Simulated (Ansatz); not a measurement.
Strongest site found for several adsorbates on bcc W (110).

Level of theory: PBE (plane waves to 420 eV, PAW; Ansatz, an electronic-structure program).

Counted are starts at which the adsorbate stayed whole and on top. Thin slabs; no dispersion, zero-point or thermal terms; negative values mean binding.

```
adsorbate, area an adsorbate            reference  bonded to  E_ads (eV)  shortest bond to the host (Å)
----------------------------  -------------------  ---------  ----------  -----------------------------
C, 65 Å²                      an atom of graphite        4 W         [?]                           2.01
NH3, 29 Å²                                 NH3(g)          W         [?]                           2.29
Sn, 29 Å²                     an atom of beta tin        4 W       -1.22                           2.79
S, 65 Å²                                  ⅛ S8(g)        4 W       -3.18                           2.40
CO, 29 Å²                                   CO(g)        3 W       -1.87                           2.03
OH, 7 Å²                         H2O(g) − ½ H2(g)        2 W       -0.93                           2.17
Sn, 65 Å²                     an atom of beta tin        4 W       -1.22                           2.79
F, 65 Å²                                  ½ F2(g)          W       -3.78                           1.89
I, 7 Å²                                   ½ I2(g)          W        1.03                           2.90
```

Complete the blanks.


- C, 65 Å², E_ads (eV): -0.16
- NH3, 29 Å², E_ads (eV): -0.86
